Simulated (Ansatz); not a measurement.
The parent structure is Si in the diamond structure (space group Fd-3m, No. 227; a = 5.444 Å). Axes: x, y, z lie along the cube axes.

Perturbation: biaxial strain +3.00 %, plane normal [001], relaxed out of plane (Cartesian); in-plane vectors clamped, the third vector and the atoms free.

Calculations: plane-wave PAW DFT at the r2SCAN level (Ansatz, an electronic-structure program, 500 eV), no spin-orbit coupling.

**Question.** Give the band edges at the high-symmetry points of the new zone, measured from its valence-band maximum.

**Answer.** 
```
point  valence edge (eV)  conduction edge (eV)
-----  -----------------  --------------------
Γ                   0.00                  2.35
X                  -3.00                  0.89
P                  -4.10                  4.77
N                  -1.24                  1.37
M                  -3.40                  0.47
S                  -3.06                  0.84
S₀                 -3.06                  0.84
R                  -4.08                  3.52
G                  -4.08                  3.52
```

The gap is 0.27 eV, indirect, Γ → Γ–M (80 % along).

Whether these cells are dynamically stable was not tested. The zero or small gap of Si under biaxial strain +3.00 %, plane normal [001], relaxed out of plane can change with the level of theory. k-point labels follow each cell's own Brillouin zone.
